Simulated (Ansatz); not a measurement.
Take CdS in the zinc blende structure (space group F-43m, No. 216; a = 5.9267 Å) as the base.

Method: PBE/PAW in Ansatz (a first-principles code), without spin-orbit coupling.

| level | band gap | lattice parameter a |
|---|---|---|
| PBE | 1.04 eV | 5.927 Å |

**Question.** What does experiment give, and how far off is each level?

**Answer.** Measured: band gap 2.48 eV (0 K or low temperature; as listed in arXiv:1206.3780); lattice parameter a 5.832 Å (room temperature; as listed in arXiv:1206.3780). Computed minus measured — band gap: PBE -1.44 eV; lattice parameter a: PBE +1.6 %. Measured values not marked as corrected hold thermal and zero-point effects that the static-lattice runs lack. A measured gap can be an optical one, lowered by exciton binding. Levels without spin-orbit coupling miss its lowering of the gap, often about a third of the valence-band splitting.

No phonon test of stability was made.
